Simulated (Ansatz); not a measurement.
Base system: NbN in the rock salt structure (space group Fm-3m, No. 225).

```xyz
2
Lattice="0.0000 2.2106 2.2106 2.2106 0.0000 2.2106 2.2106 2.2106 0.0000" Properties=species:S:1:pos:R:3 pbc="T T T"
N      0.0000     0.0000     0.0000
Nb     2.2106     2.2106     2.2106
```

The values are results of PBE/PAW in Ansatz (a quantum-chemistry and plane-wave program), spin-orbit coupling left out, not measurements.

For the base:

| Item | Value |
|---|---|
| Lattice parameter a | 4.421 Å |

Now apply this change: cell and atoms relaxed at a pressure of 30 GPa.

### Question
Estimate the effect on the lattice parameter a.

### Answer
The lattice parameter a decreases by 0.1187 Å to 4.303 Å.

Load acts through the strain it causes; cell and atoms are relaxed under it. Stability against distortions was not tested. No other phases were tried under pressure. All final runs are without spin polarisation.
